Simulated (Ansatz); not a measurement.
## Band gap of GaN (model structure, started from the HgO type, P6₄22, No. 181, 6 atoms in the cell) at several levels of theory

No measured value is used here.

```
level (code)              value (eV)
-------------------  ---------------
LDA (Ansatz)                    1.44
PBEsol+SOC (Ansatz)             1.37
r²SCAN+SOC (Ansatz)  1.80 (indirect)
```

Computed values are for a static lattice. Levels without +SOC have no spin–orbit coupling; where heavier elements are present it shifts gaps, mostly down, and can invert bands.  LDA, PBEsol+SOC, r²SCAN+SOC: the gap is read on the k mesh or supercell of the run alone and can be too large. Values are at the PBE-D3(BJ) cell. Cutoffs differ between the levels. Ansatz's density-functional and Hartree–Fock values are scalar-relativistic unless marked +SOC, with PAW data made under PBE.

A model structure was made by putting elements into a prototype or built by hand; it is no filed structure, need not be a known phase, and can be a saddle point held by its symmetry.

Ansatz is a first-principles code.
